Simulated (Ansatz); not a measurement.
# PbTe in the zinc blende structure (space group F-43m, No. 216; a hypothetical phase, not in the database extracts checked)

```
PbTe
1.0
    0.00000     3.60280     3.60280
    3.60280     0.00000     3.60280
    3.60280     3.60280     0.00000
Te Pb
1 1
Cartesian
  1.80140   1.80140   1.80140
  0.00000   0.00000   0.00000
```

Method: PBEsol (Ansatz, a quantum-chemistry and plane-wave program, PAW, spin-orbit coupling left out). Γ-centred 8×8×8 mesh, Fermi–Dirac width 0.05 eV.

```yaml
volume_per_atom: 46.77 Å³
density: 5.94 g/cm³
band_gap: 0.45 eV, indirect, W → X
electron_mass: 2.0 mₑ along k, 0.34 mₑ across
Lowest conduction-band minima above the VBM: X along ⟨100⟩ 0.45 eV; a point along ⟨110⟩, about 0.2 Å⁻¹ from Γ 1.42 eV
total_energy: -9328.313 eV/atom (σ→0; compares only within this code and set-up)
```

Spin-orbit coupling, missing from the scalar runs, can matter with Pb and Te. Effective masses come from finite differences of ±0.01 Å⁻¹. Along k means along the line from Γ to the band edge. No phonon test of stability was made.
